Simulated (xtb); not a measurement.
xtb 6.7.1, GFN2-xTB: Ni(Br)(amdMe) (CC1[N](C)[Ni]([Br])<-[N]=1C), charge 0, multiplicity 3, 17 atoms. The geometry is a generated start, not checked to be a minimum at this level.

- method = GFN2-xTB
- --acc = 1 (default)
- --etemp (K) = 300 (default)
- detailed input (--input) = none: ANC optimiser, Lindh (1995) Hessian, microcycle=20, maxdispl=1.0, hlow=0.01 (default)
- basis functions = 53
- valence electrons = 52

```xyz
17

Ni     1.4501    -1.1184     1.4213
Br     2.6920    -1.6311     3.0624
C     -1.0744     0.6404    -0.9820
C     -0.0677     0.0239    -0.0604
N      0.4511     0.6303     0.9900
C      0.1246     1.9759     1.3544
N      0.4241    -1.2165    -0.2169
C      0.0387    -2.0093    -1.3462
H     -1.7708    -0.1113    -1.3468
H     -0.5680     1.0817    -1.8407
H     -1.6341     1.4201    -0.4728
H      0.8063     2.3012     2.1395
H      0.2205     2.6555     0.4988
H     -0.9003     2.0441     1.7392
H      0.6528    -2.9098    -1.3821
H     -1.0117    -2.3196    -1.2733
H      0.1668    -1.4570    -2.2844
```

Charge 0 and multiplicity 3 are set for this test and not shown to be the ground state. GFN-xTB has no spin term: --uhf 2 sets the occupations alone.

The structure is relaxed from this start with --opt LEVEL for the levels crude, sloppy, loose, lax, normal, tight, vtight, extreme, once each. Up to the end of the extreme run atoms move by at most 0.39 Å along an axis.

### Question
Choose the cheapest level whose final energy lies within 1 meV of that of extreme.

### Answer
tight: 25 cycles against 41, ending 0.45 meV above.

```csv
level,cycles,energy above the extreme run (meV),gradient norm (eV/Å)
crude,1,5.3,0.17
sloppy,1,5.3,0.17
loose,1,5.3,0.17
lax,2,4.8,0.084
normal,11,2.0,0.021
tight,25,0.45,0.015
vtight,41,under 0.01,0.0016
extreme,41,—,0.0016
```
